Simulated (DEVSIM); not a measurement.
# abrupt InP p-n junction

Device: abrupt InP p-n junction, at 300 K.

```csv
layer (left to right),material,thickness (μm),Nd (cm⁻³),Na (cm⁻³),τn (s),τp (s)
1,InP,0.280,-,1.2e17,1.8e-8,1.8e-8
2,InP,5.80,5.5e15,-,1.8e-8,1.8e-8
```

Left contact: ohmic. Right contact: ohmic. Voltage is applied to the left contact. Recombination: SRH at mid-gap, radiative. Mobility is μmin + (μ − μmin)/(1 + (N/Nref)^α).

Constants are typed, rounded textbook-type inputs, not results; the design itself was drawn at random and stands for no fabricated device. Values at 300 K.

| parameter | InP |
|---|---|
| gap (eV) | 1.344 |
| affinity (eV) | 4.38 |
| permittivity | 12.5 |
| Nc (cm⁻³) | 5.7e17 |
| Nv (cm⁻³) | 1.1e19 |
| μn (cm²/Vs) | 5200 |
| μp (cm²/Vs) | 170 |
| μn,min | 400 |
| μp,min | 10 |
| Nref,n | 3e17 |
| Nref,p | 4.9e17 |
| αn | 0.47 |
| αp | 0.62 |
| B (cm³/s) | 1.2e-10 |

Model (solved in DEVSIM): 1D drift-diffusion, Boltzmann statistics, complete ionisation; no tunnelling, impact ionisation, image-force lowering or self-heating.

```yaml
potential_step_across_the_device_at_zero_bias: 1.107 V
largest_field_in_the_device_at_zero_bias: 41000 V/cm
Dark forward voltage at 1 A/cm²: 0.899 V
Dark forward voltage at 100 A/cm²: 1.033 V
```

Dark forward current:

(V (V), J (A/cm²)): (0.05, 3.1e-10); (0.10, 1.1e-9); (0.20, 8.9e-9); (0.25, 2.4e-8); (0.30, 6.7e-8); (0.35, 1.8e-7); (0.45, 1.4e-6); (0.50, 4.0e-6); (0.55, 1.2e-5); (0.60, 4.0e-5); (0.70, 0.00070); (0.75, 0.0039); (0.80, 0.024); (0.85, 0.16); (0.95, 6.8); (1.00, 39); (1.05, 160); (1.10, 470); (1.20, 1800); (1.25, 2900)

Small-signal capacitance in reverse bias (quasi-static):

```
V (V)  C (nF/cm²)
-----  ----------
-0.2         19.3
-0.5         17.3
-1           15.1
-1.5         13.5
-2           12.4
-3           10.7
-4           9.60
-5           8.78
-6.5         7.86
-8           7.18
-10          6.49
```
